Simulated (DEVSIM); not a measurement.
Structure: abrupt GaAs p-n junction, at 300 K.

| layer (left to right) | material | thickness (μm) | Nd (cm⁻³) | Na (cm⁻³) | τn (s) | τp (s) |
|---|---|---|---|---|---|---|
| 1 | GaAs | 1.20 | - | 3e15 | 1e-7 | 1e-7 |
| 2 | GaAs | 1.90 | 1.4e17 | - | 1e-7 | 1e-7 |

Left contact: ohmic. Right contact: ohmic. Voltage is applied to the left contact. Recombination: SRH at mid-gap, Auger. Mobility is constant in doping.

Constants are typed, rounded textbook-type inputs, not results; the design itself was drawn at random and stands for no fabricated device. Values at 300 K.

```tsv
parameter	GaAs
gap (eV)	1.424
affinity (eV)	4.07
permittivity	12.9
Nc (cm⁻³)	4.7e17
Nv (cm⁻³)	9e18
μn (cm²/Vs)	8500
μp (cm²/Vs)	400
Cn (cm⁶/s)	1e-30
Cp (cm⁶/s)	1e-30
```

DEVSIM, 1D drift-diffusion, Boltzmann statistics, complete ionisation; no tunnelling, impact ionisation, image-force lowering or self-heating.

Q: Tabulate band edges, carrier densities and field at -20.0 V on the left contact.

A: Energies count from the Fermi level of the right contact; mesh points crowd at the junctions.

```json
[
 {"x (μm)": "0.000", "Ec (eV)": "21.217", "Ev (eV)": "19.793", "n (cm⁻³)": "< 1e2", "p (cm⁻³)": "3.0e15", "field (V/cm)": "-140000"},
 {"x (μm)": "0.02001", "Ec (eV)": "20.930", "Ev (eV)": "19.506", "n (cm⁻³)": "< 1e2", "p (cm⁻³)": "4.5e10", "field (V/cm)": "-140000"},
 {"x (μm)": "0.05926", "Ec (eV)": "20.361", "Ev (eV)": "18.937", "n (cm⁻³)": "< 1e2", "p (cm⁻³)": "< 1e2", "field (V/cm)": "-150000"},
 {"x (μm)": "0.1266", "Ec (eV)": "19.371", "Ev (eV)": "17.947", "n (cm⁻³)": "< 1e2", "p (cm⁻³)": "< 1e2", "field (V/cm)": "-150000"},
 {"x (μm)": "0.3068", "Ec (eV)": "16.627", "Ev (eV)": "15.203", "n (cm⁻³)": "< 1e2", "p (cm⁻³)": "< 1e2", "field (V/cm)": "-160000"},
 {"x (μm)": "0.5959", "Ec (eV)": "11.940", "Ev (eV)": "10.516", "n (cm⁻³)": "< 1e2", "p (cm⁻³)": "< 1e2", "field (V/cm)": "-170000"},
 {"x (μm)": "0.8638", "Ec (eV)": "7.283", "Ev (eV)": "5.859", "n (cm⁻³)": "< 1e2", "p (cm⁻³)": "< 1e2", "field (V/cm)": "-180000"},
 {"x (μm)": "1.060", "Ec (eV)": "3.681", "Ev (eV)": "2.257", "n (cm⁻³)": "< 1e2", "p (cm⁻³)": "< 1e2", "field (V/cm)": "-190000"},
 {"x (μm)": "1.137", "Ec (eV)": "2.225", "Ev (eV)": "0.801", "n (cm⁻³)": "< 1e2", "p (cm⁻³)": "< 1e2", "field (V/cm)": "-190000"},
 {"x (μm)": "1.176", "Ec (eV)": "1.474", "Ev (eV)": "0.050", "n (cm⁻³)": "< 1e2", "p (cm⁻³)": "< 1e2", "field (V/cm)": "-190000"},
 {"x (μm)": "1.198", "Ec (eV)": "1.053", "Ev (eV)": "-0.371", "n (cm⁻³)": "< 1e2", "p (cm⁻³)": "< 1e2", "field (V/cm)": "-190000"},
 {"x (μm)": "1.226", "Ec (eV)": "0.576", "Ev (eV)": "-0.848", "n (cm⁻³)": "9.7e7", "p (cm⁻³)": "< 1e2", "field (V/cm)": "-140000"},
 {"x (μm)": "1.267", "Ec (eV)": "0.155", "Ev (eV)": "-1.269", "n (cm⁻³)": "1.2e15", "p (cm⁻³)": "< 1e2", "field (V/cm)": "-62000"},
 {"x (μm)": "1.342", "Ec (eV)": "0.032", "Ev (eV)": "-1.392", "n (cm⁻³)": "1.4e17", "p (cm⁻³)": "< 1e2", "field (V/cm)": "-370"},
 {"x (μm)": "1.559", "Ec (eV)": "0.031", "Ev (eV)": "-1.393", "n (cm⁻³)": "1.4e17", "p (cm⁻³)": "< 1e2", "field (V/cm)": "≈ 0"},
 {"x (μm)": "1.871", "Ec (eV)": "0.031", "Ev (eV)": "-1.393", "n (cm⁻³)": "1.4e17", "p (cm⁻³)": "< 1e2", "field (V/cm)": "≈ 0"},
 {"x (μm)": "2.357", "Ec (eV)": "0.031", "Ev (eV)": "-1.393", "n (cm⁻³)": "1.4e17", "p (cm⁻³)": "< 1e2", "field (V/cm)": "≈ 0"},
 {"x (μm)": "2.718", "Ec (eV)": "0.031", "Ev (eV)": "-1.393", "n (cm⁻³)": "1.4e17", "p (cm⁻³)": "< 1e2", "field (V/cm)": "≈ 0"},
 {"x (μm)": "2.941", "Ec (eV)": "0.031", "Ev (eV)": "-1.393", "n (cm⁻³)": "1.4e17", "p (cm⁻³)": "< 1e2", "field (V/cm)": "≈ 0"},
 {"x (μm)": "3.024", "Ec (eV)": "0.031", "Ev (eV)": "-1.393", "n (cm⁻³)": "1.4e17", "p (cm⁻³)": "< 1e2", "field (V/cm)": "≈ 0"},
 {"x (μm)": "3.071", "Ec (eV)": "0.031", "Ev (eV)": "-1.393", "n (cm⁻³)": "1.4e17", "p (cm⁻³)": "< 1e2", "field (V/cm)": "≈ 0"},
 {"x (μm)": "3.100", "Ec (eV)": "0.031", "Ev (eV)": "-1.393", "n (cm⁻³)": "1.4e17", "p (cm⁻³)": "< 1e2", "field (V/cm)": "≈ 0"}
]
```
